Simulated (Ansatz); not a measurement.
System: CsCl-type ErAg. Method: LDA (Ansatz, a program for electronic structure, plane waves, PAW).

Input file:

Ansatz 0.2 input:
```yaml
crystal:
  lattice:
    - [3.5012758923, 0.0, 0.0]
    - [0.0, 3.5012758923, 0.0]
    - [0.0, 0.0, 3.5012758923]
  atoms:
    - { symbol: Ag, position: [0.0, 0.0, 0.0], spin: 0.0 }
    - { symbol: Er, position: [0.5, 0.5, 0.5], spin: 3.0 }
basis:
  ecutwfc: 520
  ecutrho_ratio: 4
  xc_grid: 2
kpoints:
  mp_grid: { grid: [16, 16, 16] }
hamiltonian:
  xc: lda
  dispersion: none
  pseudopotentials: { kind: paw }
scf:
  occupations: { method: fermi_dirac, width: 0.05 }
output:
  forces: true
  stress: true
  eigenvalues: true
magnetization:
  spin_polarized: true
relax:
  f_tol: 0.004
  escape_saddle: false
  max_steps: 80
```

Output (set-up and result lines):

```
WARN output.stress: scf.convergence.dr2_threshold = 1e-7 eV (the SCF's general default) is looser than the 2e-10 eV advised for a printed stress (1e-10 eV for …
Relaxation: its limit of steps is 80 (relax.max_steps)
Crystal: 2 atoms, lattice volume = 42.922 Å³
Basis set: ecut = 520 eV, 1189 PW (Γ), exchange–correlation on 54×54×54 points (8 copies of the dense FFT grid, shifted against one another)
Bands: 27, of which v1, the nominal top of the filled ones, is band 21 counted from 1 (20 counted from 0)
Symmetry: 48 space group operations
Space group: Pm-3m (ITA 221), of the structure as read, at distance tolerance 3.5e-5 Å
k-points: 165 of 4096
Initial density: superposition of atomic densities (chi_scale 0.1, normalization cell)
Functional: x = slater, c = lda
spin=Collinear: Kerker preconditioning applied to the charge; magnetization (m = ρ↑ − ρ↓) channel mixes plain (no charge-response kernel on spin).
SCF 1 converged in 13 iterations: F = -19321.383124 eV  dr2 = 4.90e-8
relax step   1: F+E_penalty+E_count = -19321.38312405 eV  Δ(F+E_penalty+E_count) = +0.000e0 eV  max|allowed force component| = 3.340e-29 eV/Å  Δτ_max = 0.0000 Å  (13 SCF iters, accepted)
SCF converged after 13 iterations
Magnetization: 2.3923 μB (21.6961 up, 19.3039 down)
Free energy (F): -19321.383124 eV
Internal energy: -19321.295405 eV  (E = F + TS)
E sigma→0 (E₀):  -19321.339264 eV
Fermi energy:    16.028441 eV
--- Forces (eV/Å), atoms counted from 1 ---
  atom   1  Ag    -0.00000000     0.00000000    -0.00000000
  atom   2  Er     0.00000000    -0.00000000     0.00000000
--- Stress (GPa, compression-positive) ---
        1.450425       0.000000       0.000000
        0.000000       1.450425       0.000000
        0.000000       0.000000       1.450425
  P = ⅓ Tr σ = 1.4504 GPa (14.504 kbar)
```

The cell is one volume of an energy–volume scan, off the minimum.

The PAW data were made under PBE.

The run is spin-polarised with parallel starting moments, which need not be the measured order.

Note: the magnetic order was assumed, not searched for or taken from measurement. Note: the 4f shell is treated without U or exact exchange, so its levels and filling can be wrong. Note: the volume lies 6 % below that of the published cell.
